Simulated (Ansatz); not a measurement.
Be interstitial (zinc-blende BAs host)

These are PBE, PAW (plane waves to 420 eV; Ansatz, a quantum-chemistry and plane-wave program) values and carry that method's errors. Cell: 64 sites, 2×2×2; final energies on a 2×2×2 shifted mesh. Site at the start: void with 4B nearest. Energies of charged states are corrected for periodic images (point charge plus alignment at distant sites). Dielectric constants: PBE linear response of the host. Host gap at this level: 1.20 eV. A cell of this size leaves errors of a few tenths of an eV. Levels are measured in PBE's own, too narrow, gap. Spin–orbit coupling is left out. Each state is the lowest found from its start.

The name describes the start; the neighbours show where the added atom ended.

| charge | moment (μB) | largest move off a lattice site (Å) | neighbours of the added atom at the end (Å) | image correction with alignment (eV) |
|---|---|---|---|---|
| +2 | not spin-polarised | 0.07 | B 2.08, B 2.08, B 2.08, B 2.08 | 0.97 |
| +1† | 1.0 | 0.07 | B 2.07, B 2.07, B 2.07, B 2.07 | 0.32 |
| 0† | not spin-polarised | 0.07 | B 2.05, B 2.05, B 2.05, B 2.05 | 0.00 |

† Not settled in this cell, so no level is given: charge +1: carriers not clearly localised; charge 0: carriers not clearly localised.

No other site or start that was run ended lower by more than 0.1 eV.
